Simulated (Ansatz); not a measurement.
The parent structure is an 8-atom supercell of MgO in the rock salt structure (space group Fm-3m, No. 225; a = 4.208 Å) at its relaxed geometry.

Calculations: plane-wave PAW DFT at the r2SCAN level (Ansatz, a first-principles code, 500 eV), no spin-orbit coupling, earlier PAW set.

Base values:

```
Quantity   Result
--------  -------
Pressure  0.0 GPa
```

It is then changed as follows: a neutral Li interstitial (started 1.82 Å from the nearest host atom), atoms relaxed at fixed cell, starting from a slightly rattled geometry.

### Question
What does the calculation give for the pressure after the change?

### Answer
The pressure goes from zero to 34.2 GPa.

### Question
Estimate the effect on the largest displacement of a host atom from its site in the perfect cell.

### Answer
The largest displacement of a host atom from its site in the perfect cell amounts to 0.20 Å.

### Question
Predict the new final site of the added atom.

### Answer
The final site of the added atom is 4 O at 1.69 Å (tetrahedral).

Other magnetic orders, which the real material may have, were not ruled out. The cell is small, so the values are those of an ordered compound at a high defect concentration; dilute-limit values will differ. The mesh was chosen for an insulator and is coarse for the gapless case. Starting moments died away, wholly or in part, for Li interstitial (started 1.82 Å from the nearest host atom); another magnetic solution may exist. The defect cell is spin-polarised and ends with 0.8 μB, a fractional moment that hangs on the mesh and smearing.
